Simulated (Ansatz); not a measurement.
Ansatz (a first-principles code) run on MgNiF₆ (R3, 8 atoms in the cell): relaxation of the atoms.

Method of the run: LDA (PW92), default PAW files made with PBE (plane waves; Ansatz).

The change in words: one atom moved by 0.15 angstrom; relax: default → atoms; relax.f_tol: default → 0.001 eV/Å. Reference geometry:
```
CELL_PARAMETERS angstrom
      2.41348     1.39342     4.37887
     -2.41348     1.39342     4.37887
      0.00000    -2.78685     4.37887
ATOMIC_POSITIONS crystal
  Mg 0.50000 0.50000 0.50000
  Ni 0.00000 0.00000 0.00000
  F  0.37297 0.76937 0.09415
  F  0.62703 0.23063 0.90585
  F  0.09415 0.37297 0.76937
  F  0.90585 0.62703 0.23063
  F  0.76937 0.09415 0.37297
  F  0.23063 0.90585 0.62703
```

Reference input (self-consistent single point, DFT, LDA (PW92), plane waves, default PAW files made with PBE): basis.ecutwfc = 420 eV; kpoints.mp_grid.grid = 7 7 7; hamiltonian.xc = lda; hamiltonian.pseudopotentials = {kind: paw} (the program's default PAW files); scf.occupations.method = gaussian; scf.occupations.width = 0.1 eV. This run's input differs from it in these lines:

```diff
@@ -6,3 +6,3 @@
   atoms:
-    - { symbol: Mg, position: [0.500000, 0.500000, 0.500000] }
+    - { symbol: Mg, position: [0.511418, 0.511418, 0.511418] }
     - { symbol: Ni, position: [0.000000, 0.000000, 0.000000] }
@@ -23,2 +23,4 @@
   occupations: { method: gaussian, width: 0.1 }
+relax:
+  f_tol: 0.001
 output:
```

Log, with long lists cut:

```
   [... SCF lines of the steps left out ...]
relax step   1: F+E_penalty+E_count = -12438.35048868 eV  Δ(F+E_penalty+E_count) = +0.000e0 eV  max|allowed force component| = 1.079e0 eV/Å  Δτ_max = 0.0000 Å  (9 SCF iters, dr2 threshold 1.00e-7 eV, accepted)
relax step   2: F+E_penalty+E_count = -12438.39867006 eV  Δ(F+E_penalty+E_count) = -4.818e-2 eV  max|allowed force component| = 8.988e-1 eV/Å  Δτ_max = 0.0189 Å  (6 SCF iters, dr2 threshold 7.28e-5 eV, accepted)
   [... lines left out ...]
relax step   5: F+E_penalty+E_count = -12438.47328933 eV  Δ(F+E_penalty+E_count) = -2.856e-4 eV  max|allowed force component| = 3.694e-3 eV/Å  Δτ_max = 0.0034 Å  (6 SCF iters, dr2 threshold 6.26e-8 eV, accepted)
relax step   6: F+E_penalty+E_count = -12438.47329277 eV  Δ(F+E_penalty+E_count) = -3.435e-6 eV  max|allowed force component| = 2.316e-3 eV/Å  Δτ_max = 0.0008 Å  (7 SCF iters, accepted)
relax step   7: F+E_penalty+E_count = -12438.47329378 eV  Δ(F+E_penalty+E_count) = -1.019e-6 eV  max|allowed force component| = 1.683e-4 eV/Å  Δτ_max = 0.0002 Å  (5 SCF iters, accepted)
the relaxation is at rest under the 3 symmetry operations that the run kept from its start: a minimum is not shown …
Stability not checked: this state was not tested for a lower state beside it, because too few of the mixer's solves of this state at the end of the SCF gave a …
Free energy (F): -12438.473294 eV
Internal energy: -12438.473294 eV  (E = F + TS)
E sigma→0 (E₀):  -12438.473294 eV
Fermi energy:    2.872169 eV
--- Forces (eV/Å), atoms counted from 1 ---
  atom   1  Mg    -0.00000000    -0.00000000     0.00016957
  atom   2  Ni    -0.00000000     0.00000000    -0.00009865
   [... lines left out ...]
    - { symbol: F, position: [0.10698061821770621, 0.3625337720568827, 0.7700194648974413] }
    - { symbol: F, position: [0.8958715592543995, 0.6403226943811069, 0.23283694333418087] }
    - { symbol: F, position: [0.7700194648974412, 0.10698061821770616, 0.36253377205688253] }
    - { symbol: F, position: [0.2328369433341808, 0.8958715592543995, 0.6403226943811069] }
```

The run converged. 

Summary of the result:
* **Free energy E − TS (on the zero of these files)**: -12438.4733 eV
* **Top of the valence band (on the code's own zero)**: 2.19 eV
* **Gap on the k-point mesh**: 1.36 eV
* **Pressure**: -3.28 GPa
* **Relaxation steps**: 7

The starting cell comes from a database of computed structures (which also holds hypothetical and non-ambient phases and stackings), without a prior relaxation at this level. Its lattice was rescaled by up to half a per cent. For this run, on top of that: one atom moved by 0.15 angstrom. The relaxation keeps the symmetry of its start, so its end need not be a minimum. Ansatz's pressure includes its estimate of the finite-basis (Pulay) stress. Without the estimate this run gives -4.49 GPa.

Cost on one core of a shared machine: roughly 2 min.

Keys are those of Ansatz 0.2.
